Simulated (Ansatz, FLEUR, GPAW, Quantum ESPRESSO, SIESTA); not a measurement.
**Code comparison for Li2Mg (Cmcm, 6 atoms in the cell)**

Self-consistent single point, at a second geometry (lattice scaled by 0.98). First geometry:

```
CELL_PARAMETERS angstrom
      1.64532    -7.42299     0.00000
      1.64532     7.42299     0.00000
      0.00000     0.00000     4.90307
ATOMIC_POSITIONS crystal
  Li 0.59219 0.40781 0.75000
  Li 0.40781 0.59219 0.25000
  Li 0.25318 0.74682 0.75000
  Li 0.74682 0.25318 0.25000
  Mg 0.92304 0.07696 0.75000
  Mg 0.07696 0.92304 0.25000
```

Shared settings, as Ansatz (an electronic-structure program) writes them: kpoints.mp_grid.grid = 8 8 6; scf.occupations.method = fermi_dirac; scf.occupations.width = 0.136 eV. Potentials and cutoffs stand in the table.

```
code                                                                                                                                      model  ΔF from the first geometry (meV/atom)  pressure (GPa)  largest force (eV/Å)           cutoff
----------------  -----------------------------------------------------------------------------------------------------------------------------  -------------------------------------  --------------  --------------------  ---------------
Ansatz                                                                                                          PBEsol, PAW files made with PBE                                    5.9            1.57                 0.039          default
Quantum ESPRESSO                                                                           PBEsol, SSSP 1.1.2 efficiency (PBE) pseudopotentials                                    6.1            1.61                 0.041            40 Ry
SIESTA            GGA PBEsol, numerical atomic orbitals DZP, PseudoDojo PBEsol standard norm-conserving potentials (rewritten from UPF to PSML)                                   10.2            2.35                 0.096      grid 350 Ry
FLEUR                                                                           PBEsol, all-electron FLAPW (FLEUR), scalar-relativistic valence                                    5.9               –                 0.040  Kmax 3.9 1/bohr
GPAW                                                                                      PBEsol, GPAW PAW datasets PBEsol (made by gpaw-setup)                                    6.2            1.63                 0.039           800 eV
```

Size of the force on each atom (eV/Å): Sizes of forces hide their directions.

| code | Li1 | Li2 | Li3 | Li4 | Mg5 | Mg6 |
|---|---|---|---|---|---|---|
| Ansatz | 0.014 | 0.014 | 0.039 | 0.039 | 0.006 | 0.006 |
| Quantum ESPRESSO | 0.012 | 0.012 | 0.041 | 0.041 | 0.004 | 0.004 |
| SIESTA | 0.019 | 0.019 | 0.096 | 0.096 | 0.011 | 0.011 |
| FLEUR | 0.012 | 0.012 | 0.040 | 0.040 | 0.006 | 0.006 |
| GPAW | 0.014 | 0.014 | 0.039 | 0.039 | 0.004 | 0.004 |

A dash marks a value that a program does not give, or that is left out as unsure.

The spread over the programs that give each value: ΔF from the first geometry within 4.3 meV/atom; pressure within 0.78 GPa; largest force within 0.057 eV/Å.

SIESTA uses small atom-centred bases, whose incompleteness enters pressures, forces and empty levels differently from a plane-wave cutoff. FLEUR treats all electrons, but the usual bases taken here (sphere radii, linearisation, local orbitals, empty states) were not tested for convergence, so the values are no reference for the others. Ansatz's pressure is given at a fixed set of plane waves, as the other plane-wave codes print theirs.

The starting cell comes from a database of computed structures (which also holds hypothetical and non-ambient phases and stackings), without a prior relaxation at this level. For this run, on top of that: lattice scaled by 0.98.

Keys are those of Ansatz 0.2.
